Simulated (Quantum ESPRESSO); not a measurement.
**Converging the plane-wave cutoff: Ni (Fm-3m, 1 atom in the cell)**

```
Ni
1.0
    0.00000     1.75472     1.75472
    1.75472     0.00000     1.75472
    1.75472     1.75472     0.00000
Ni
1
Cartesian
  0.00000   0.00000   0.00000
```
Moments meant for the start (each program seeds them in its own way; μB, in the order of the atoms Ni): 1.0.

Method: PBE, SSSP 1.1.2 efficiency (PBE) pseudopotentials (plane waves; Quantum ESPRESSO).

Base settings: ecutwfc = 50 Ry; ecutrho = 400 Ry; occupations = smearing; smearing = gaussian; degauss = 0.0073499 Ry; nspin = 2; potentials = {Ni: ni_pbe_v1.4.uspp.F.UPF}; K_POINTS = automatic 6 6 6 0 0 0; conv_thr = 1e-09 Ry; mixing_beta = 0.3.

Moved along: ecutrho.

The second cell is the first with its lattice scaled by 0.98.

The mesh stays at the base's, so the ladder's end is converged at best in this setting alone.

Only quantities that move along the ladder and can be compared are tabulated.

The magnetic state is not the same in all runs (site moments differ, or a search went on to a lower state), so steps between rows are not convergence errors alone.

The count of work is k-points × plane waves × bands × iterations; it is no time. 

The starting cell has typed, rounded lattice constants, without a prior relaxation at this level. Its lattice was rescaled by up to half a per cent. With one magnetic atom in the cell only a parallel order is possible. Without a gap this mesh is coarse (it stands for a supercell whose shortest vector is 15 Å).

Steps (ecutwfc): 17.5 Ry; 20 Ry; 22 Ry; 25 Ry; 28 Ry; 30 Ry; 35 Ry; 40 Ry; 45 Ry; 50 Ry; 60 Ry; 68 Ry; 75 Ry; 88 Ry; 100 Ry; 120 Ry.

What is the state of the free energy at the end of the ladder?

Still drifting one way, by 2.6 meV/atom over the last two steps, so the last step is no safe reference.

What is the coarsest ecutwfc that holds the pressure within 0.5 GPa of the last step, with all finer ones?

45 Ry, at 0.28 of the last step's count of work; the step before is off by 7.1 GPa.

What is the coarsest ecutwfc that holds the net moment within 0.05 μB/atom of the last step, with all finer ones?

25 Ry, at 0.11 of the last step's count of work; the step before is off by 0.64 μB/atom.

| ecutwfc | free energy less the last step's (meV/atom) | energy of the compressed cell less the first (meV/atom) | pressure (GPa) | net moment (μB/atom) | count of work / last |
|---|---|---|---|---|---|
| 17.5 Ry | 102557.40 | 3200.80 | -5237.69 | 0.000 | 0.10 |
| 20 Ry | 51457.66 | -64.78 | -3013.52 | 0.640 | 0.11 |
| 22 Ry | 26605.34 | 98.36 | -1747.48 | 0.000 | 0.19 |
| 25 Ry | 10777.70 | 524.98 | -826.07 | 0.630 | 0.11 |
| 28 Ry | 4336.97 | -125.97 | -387.00 | 0.630 | 0.14 |
| 30 Ry | 2178.97 | 82.44 | -218.10 | 0.640 | 0.13 |
| 35 Ry | 337.23 | 55.95 | -45.82 | 0.640 | 0.18 |
| 40 Ry | 43.36 | 29.30 | -6.54 | 0.640 | 0.24 |
| 45 Ry | 12.45 | 29.75 | 0.19 | 0.640 | 0.28 |
| 50 Ry | 11.32 | 29.72 | 0.38 | 0.640 | 0.32 |
| 60 Ry | 7.04 | 29.66 | 0.34 | 0.640 | 0.39 |
| 68 Ry | 6.46 | 29.63 | 0.43 | 0.640 | 0.47 |
| 75 Ry | 5.44 | 29.62 | 0.30 | 0.640 | 0.55 |
| 88 Ry | 2.64 | 29.61 | 0.40 | 0.640 | 0.69 |
| 100 Ry | 2.04 | 29.61 | 0.45 | 0.640 | 0.83 |
| 120 Ry | 0.00 | 29.57 | 0.53 | 0.640 | 1.0 |

Two neighbours can agree and both be off: 60 Ry and 68 Ry differ by 0.58 meV/atom in the free energy, yet lie about 6.5 meV/atom from the last step.

At the lowest cutoff the pressure lies 5240 GPa under the last step's, the usual sign of Pulay stress in an incomplete plane-wave basis.
